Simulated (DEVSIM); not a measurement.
Device: isotype n-n heterojunction Al0.4Ga0.6As/GaAs, at 250 K.

Layer 1 from the left is Al0.4Ga0.6As, thickness (μm) 0.470, Nd (cm⁻³) 2.2e16, τn (s) 1.7e-9, τp (s) 1.7e-9. Layer 2 from the left is GaAs, thickness (μm) 0.130, Nd (cm⁻³) 1.3e15, τn (s) 1.7e-9, τp (s) 1.7e-9.

Left contact: ohmic. Right contact: ohmic. Voltage is applied to the left contact. Recombination: SRH at mid-gap, Auger. Mobility is μmin + (μ − μmin)/(1 + (N/Nref)^α).

This is a model device: material constants are rounded textbook-type values typed into the input, and sizes, dopings and lifetimes were drawn at random. Values at 300 K; Nc and Nv go as T^1.5, mobilities as T to minus their exponent, the gap by Varshni's rule with the affinity fixed.

Al0.4Ga0.6As: gap (eV) 1.9228, affinity (eV) 3.754, permittivity 11.76, Nc (cm⁻³) 7.93e17, Nv (cm⁻³) 9e18, μn (cm²/Vs) 3220, μp (cm²/Vs) 158, μn,min 500, μp,min 20, Nref,n 6e16, Nref,p 1.5e17, αn 0.39, αp 0.38, T exponent of μn 2.1, T exponent of μp 2.2, Cn (cm⁶/s) 1e-30, Cp (cm⁶/s) 1e-30, Varshni α (eV/K) 0.000541, Varshni β (K) 204. GaAs: gap (eV) 1.424, affinity (eV) 4.07, permittivity 12.9, Nc (cm⁻³) 4.7e17, Nv (cm⁻³) 9e18, μn (cm²/Vs) 8500, μp (cm²/Vs) 400, μn,min 500, μp,min 20, Nref,n 6e16, Nref,p 1.5e17, αn 0.39, αp 0.38, T exponent of μn 2.1, T exponent of μp 2.2, Cn (cm⁶/s) 1e-30, Cp (cm⁶/s) 1e-30, Varshni α (eV/K) 0.000541, Varshni β (K) 204.

DEVSIM, 1D drift-diffusion, Boltzmann statistics, complete ionisation; no tunnelling, impact ionisation, image-force lowering or self-heating. Band offsets follow the typed affinities; no thermionic-emission limit at abrupt steps, no polarisation charge.

What does the simulation give for the potential step across the device at zero bias?

potential step across the device at zero bias 0.366 V.
